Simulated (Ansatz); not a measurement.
Defect: Ti-vacancy pair (Ti on one host Nb site, one Nb site vacant) in bcc Nb, neutral cell. Calculation: PBE, PAW (plane waves to 420 eV; Ansatz, a first-principles code).

Cell of 36 host sites held at the relaxed PBE lattice; a 2×2×3 k-point mesh shifted by half a step; Fermi-Dirac width 0.10 eV, spin-restricted; finite-size errors left in. Energies are static. Forms of the defect that were not tried may lie lower.

Barriers: single points on a 3×3×4 k-point mesh shifted by half a step at the bands' geometries (they differ from the bands' own by up to 0.12 eV, and are uncertain by about as much).

Relaxed starting cell (atoms counted from 1):

```
Nb34Ti
1.0
    9.93269     0.00000     0.00000
    0.00000     9.93269     0.00000
    0.00000     0.00000     6.62179
Ti Nb
1 34
Direct
  0.01090   0.01069   0.01308
  0.00377   0.00353   0.49686
  0.00429   0.32434   0.00071
  0.00042   0.33058   0.49440
  0.00018   0.66827   0.00424
  0.99952   0.66732   0.50740
  0.32463   0.00435   0.00057
  0.33074   0.00043   0.49428
  0.32490   0.32491   0.99401
  0.32791   0.32795   0.48770
  0.33508   0.66513   0.99907
  0.33569   0.66439   0.50245
  0.66850   0.00007   0.00427
  0.66749   0.99944   0.50743
  0.66514   0.33500   0.99918
  0.66437   0.33565   0.50254
  0.66811   0.66804   0.00824
  0.66731   0.66722   0.50773
  0.16567   0.16557   0.73518
  0.16530   0.50142   0.24617
  0.16614   0.49645   0.74700
  0.16805   0.82742   0.25317
  0.16863   0.83430   0.75203
  0.50152   0.16531   0.24618
  0.49655   0.16614   0.74702
  0.49719   0.49722   0.25037
  0.49921   0.49920   0.75113
  0.49962   0.83462   0.25502
  0.50145   0.83271   0.75568
  0.82752   0.16790   0.25326
  0.83439   0.16852   0.75218
  0.83458   0.49944   0.25507
  0.83271   0.50130   0.75580
  0.83761   0.83740   0.26075
  0.83610   0.83589   0.76065
```

End state 1 differs by these moves (Å; atoms that move under 0.08 Å are left out):

```json
[
 {"atom": "1", "element": "Ti", "Δx": "1.43", "Δy": "1.43", "Δz": "1.51"},
 {"atom": "2", "element": "Nb", "Δx": "-0.04", "Δy": "-0.03", "Δz": "0.15"},
 {"atom": "3", "element": "Nb", "Δx": "-0.07", "Δy": "0.14", "Δz": "0.00"},
 {"atom": "7", "element": "Nb", "Δx": "0.13", "Δy": "-0.07", "Δz": "0.00"},
 {"atom": "19", "element": "Nb", "Δx": "-0.04", "Δy": "-0.03", "Δz": "0.15"},
 {"atom": "22", "element": "Nb", "Δx": "-0.07", "Δy": "0.14", "Δz": "0.00"},
 {"atom": "30", "element": "Nb", "Δx": "0.13", "Δy": "-0.07", "Δz": "0.00"}
]
```

**Question.** What forward and backward barriers to end state 1 does PBE, PAW give?

**Answer.** forward 0.48 eV, backward 0.48 eV; at the saddle point atom 1 has neighbours 6 Nb at 2.83, 2 Nb at 3.48, 4 Nb at 3.55 Å. The saddle point's order was not checked, and it lies on a symmetry element of the cell, where a band can be held.

End state 2 differs by these moves (Å; atoms that move under 0.08 Å are left out):

```csv
atom,element,Δx,Δy,Δz
1,Ti,-0.12,-0.11,-0.08
2,Nb,1.55,1.55,-1.56
9,Nb,0.07,0.07,0.05
10,Nb,0.03,0.03,0.10
19,Nb,-0.05,-0.06,0.05
22,Nb,-0.08,0.11,0.04
23,Nb,-0.09,0.04,-0.07
30,Nb,0.11,-0.08,0.06
31,Nb,0.04,-0.08,-0.06
35,Nb,0.03,0.03,-0.12
```

**Question.** What is the computed forward and backward barriers to end state 2 (PBE, PAW)?

**Answer.** forward 0.62 eV, backward 0.45 eV; at the saddle point atom 2 has neighbours 3 Nb at 2.81, 2 Nb at 2.84, Nb at 3.49, Nb at 3.50, 2 Nb at 3.53, 2 Nb at 3.58; Ti at 2.76 Å. The saddle point's order was not checked, and it lies on a symmetry element of the cell, where a band can be held.
